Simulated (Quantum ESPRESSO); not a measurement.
## What a tighter setting buys: nbnd, NbPd2 (Immm, 3 atoms in the cell)

```
CELL_PARAMETERS angstrom
      1.41762     1.97229     4.22046
     -1.41762     1.97229     4.22046
     -1.41762    -1.97229     4.22046
ATOMIC_POSITIONS crystal
  Nb 0.00000 0.00000 0.00000
  Pd 0.66658 0.00000 0.66658
  Pd 0.33342 0.00000 0.33342
```

Method of the run: PBEsol, GBRV 1.5 ultrasoft (PBESOL) pseudopotentials (plane waves; Quantum ESPRESSO 7.5).

Base settings: ecutwfc = 40 Ry; ecutrho = 320 Ry; occupations = smearing; smearing = gauss; degauss = 0.0073499 Ry; potentials = {Nb: nb_pbesol_v1.uspp.F.UPF, Pd: pd_pbesol_v1.4.uspp.F.UPF}; K_POINTS = automatic 9 9 9 0 0 0; conv_thr = 1e-09 Ry.

Misses are taken against the tightest run, 55, which need not be fully converged itself. The energy is the free energy per atom.

The count of work is k-points × plane waves × bands × iterations; it is no time, and leaves out set-up, grids and terms that scale otherwise. Core times come from one kind of shared machine and are given to one figure; runs under 30 s give none.

The starting cell comes from a database of computed structures (which also holds hypothetical and non-ambient phases and stackings), without a prior relaxation at this level. Spin polarisation is off. In the base run, with a pressure of about -6 GPa the cell is away from its equilibrium volume at this level.

```csv
nbnd,energy less reference (meV/atom),pressure less reference (GPa),count of work / reference,core time / reference (rough)
23,33.89,0.81,0.94,1
24,0.00,0.00,0.47,0.6
25,0.00,0.00,0.42,0.4
27,0.00,0.00,0.49,0.6
31,0.00,0.00,0.56,0.6
39,0.00,0.01,0.65,0.7
55,0.00,0.00,1.0,1
```

Coarsest setting among those run that, with all tighter ones, holds the energy within 10 meV/atom of the reference: 24, off by 0.00 meV/atom; its saving against the reference is no more than about a factor of 2 in the count of work.
